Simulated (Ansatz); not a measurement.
The parent structure is BaTiO₃ (space group P4mm, No. 99).

```
CELL_PARAMETERS angstrom
      3.98546     0.00000     0.00000
      0.00000     3.98546     0.00000
      0.00000     0.00000     4.20133
ATOMIC_POSITIONS crystal
  Ti 0.50000 0.50000 0.45767
  Ba 0.00000 0.00000 0.94044
  O  0.50000 0.50000 0.88899
  O  0.50000 0.00000 0.40945
  O  0.00000 0.50000 0.40945
```

Cartesian axes are those of the cell as printed.

All numbers come from plane-wave PAW DFT at the PBE level (Ansatz, a quantum-chemistry and plane-wave program, 420 eV), no spin-orbit coupling.

Strains are applied to the cell and any free atomic positions relax; under biaxial strain the out-of-plane vector relaxes too.

One change was made to it. Results:

The volume per atom increases by 0.09 Å³ (13.35 Å³ → 13.44 Å³); the band gap grows by 0.05 eV, from 1.84 eV to 1.89 eV; the energy grows by 7.5 meV/atom.

Q: What was done to the base?
A. biaxial strain −1.40 %, plane normal [001], relaxed out of plane
B. biaxial strain −2.04 %, plane normal [001], relaxed out of plane
C. biaxial strain −1.04 %, plane normal [001], relaxed out of plane

A: B, biaxial strain −2.04 %, plane normal [001], relaxed out of plane. For comparison, the energy relative to the base in the other runs: biaxial strain −1.04 %, plane normal [001], relaxed out of plane gives +2.0 meV/atom; biaxial strain −1.40 %, plane normal [001], relaxed out of plane gives +3.6 meV/atom.

Stability against distortions was not tested. The final runs are not spin-polarised.
